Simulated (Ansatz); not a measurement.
**HfN under a change: biaxial strain −2.00 %, plane normal [001], relaxed out of plane**

Take HfN in the rock salt structure (space group Fm-3m, No. 225; a = 4.526 Å; relaxed with 0.1 eV smearing) as the base. Axes: x, y, z lie along the cube axes.

It is then changed as follows: biaxial strain −2.00 %, plane normal [001], relaxed out of plane (Cartesian); in-plane vectors clamped, the third vector and the atoms free.

Computed with r2SCAN (Ansatz, a first-principles code, PAW, no spin-orbit coupling). Settings: 22×22×22 k-points, 0.1 eV Fermi–Dirac smearing.

```csv
quantity,base,changed,shift
volume per atom,11.59 Å³,11.22 Å³,-0.37 Å³
shortest interatomic distance,226.3 pm,221.8 pm,-4.5 pm
energy relative to the base (free energy F),0 meV/atom,+21 meV/atom,+21 meV/atom
band gap,zero,zero,–
out-of-plane strain,–,+0.80 %,–
ratio −ε⊥/ε∥,–,0.40,–
```

Final structure (turned so that z lies along the plane normal):

```xyz
2
Lattice="3.1362 0.0000 0.0000 0.0000 3.1362 0.0000 1.5681 -1.5681 2.2810" Properties=species:S:1:pos:R:3 pbc="T T T"
Hf     0.0000     0.0000     0.0000
N      1.5681     1.5681     0.0000
```

Cost of the whole job for the changed cell (relaxation, final SCF and bands): around 3.0 core-minutes (rough).

Stability against distortions was not tested. The final runs are not spin-polarised. An odd electron count without spin: HfN.
